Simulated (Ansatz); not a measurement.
Base system: SrTiO3 in the cubic perovskite structure (space group Pm-3m, No. 221; a = 3.9365 Å).

(Cell as relaxed with PBE.)

Levels (all Ansatz, a quantum-chemistry and plane-wave program, PAW, earlier PAW set): PBE (420 eV, no spin-orbit coupling); r2SCAN (500 eV, scalar-relativistic without spin-orbit coupling).

Each level relaxes its own structure.

| base | PBE | r2SCAN |
|---|---|---|
| volume per atom | 12.20 Å³ | 11.93 Å³ |
| lattice parameter a | 3.936 Å | 3.908 Å |
| band gap | 1.85 eV | 2.27 eV |

The change: holes 7.0×10^21 cm⁻³, on a uniform background at fixed cell.

```csv
quantity,PBE,r2SCAN
gap between the host's bands,2.04 eV,2.46 eV
shift of the gap caused by the change,+0.19 eV,+0.19 eV
gap character,"indirect, R → Γ","indirect, R → Γ"
Fermi level relative to the doped band's edge (positive inside the band; to 0.05 eV),+0.25 eV,+0.25 eV
```

PBE's gap between the host's bands lies 0.42 eV below r2SCAN's; the two agree on the shift of the gap caused by the change, gap character and Fermi level from band edge. Neither level is exact; r2SCAN is the comparison here, not a measurement.

Charged cell with a jellium background: band edges are those of the host's band count, energies are not comparable with the neutral cell, and many-body gap narrowing is missing. Whether these cells are dynamically stable was not tested. The final runs are not spin-polarised. Many cubic perovskites are stable only at high temperature; tilts and polar distortions were not tested.
